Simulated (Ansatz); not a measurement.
Band structure of TaF3 (Pm-3m, 4 atoms in the cell).

```xyz
4
Lattice="4.1666 0.0000 0.0000 0.0000 4.1666 0.0000 0.0000 0.0000 4.1666" Properties=species:S:1:pos:R:3 pbc="T T T"
Ta     0.0000     0.0000     0.0000
F      0.0000     2.0833     0.0000
F      2.0833     0.0000     0.0000
F      0.0000     0.0000     2.0833
```
Moments meant for the start (each program seeds them in its own way; μB, in the order of the atoms Ta F F F): 1.0 0.0 0.0 0.0.

Method: PBEsol, PAW files made with PBE (plane waves; Ansatz, a quantum-chemistry and plane-wave program).

Settings: basis.ecutwfc = 30.9 Ry; kpoints.mp_grid.grid = 9 9 9; hamiltonian.xc = pbesol; hamiltonian.pseudopotentials = {kind: paw} (the program's default PAW files); magnetization.spin_polarized = true; scf.occupations.method = gaussian; scf.occupations.width = 0.02 Ry; kpoints.band_path.npoints = 8.

The starting cell comes from a database of computed structures (which also holds hypothetical and non-ambient phases and stackings), without a prior relaxation at this level. Spin-orbit coupling is off. With one magnetic atom in the cell only a parallel order is possible.

Levels in eV from the Fermi level, bands 16 to 21 of the first spin channel:
```csv
point,16,17,18,19,20,21
Γ,-7.56,-1.41,-1.41,-1.41,-0.05,1.44
X,-7.59,-1.36,-0.21,-0.21,1.45,1.51
M,-7.06,-0.16,-0.16,0.71,1.82,5.21
R,-7.06,0.80,0.80,0.80,4.93,5.40
```

Bands cross the Fermi level along this path, so the cell is metallic at this level.

The net moment of the cell came out as 1.98 μB.

Keys are those of Ansatz 0.2.
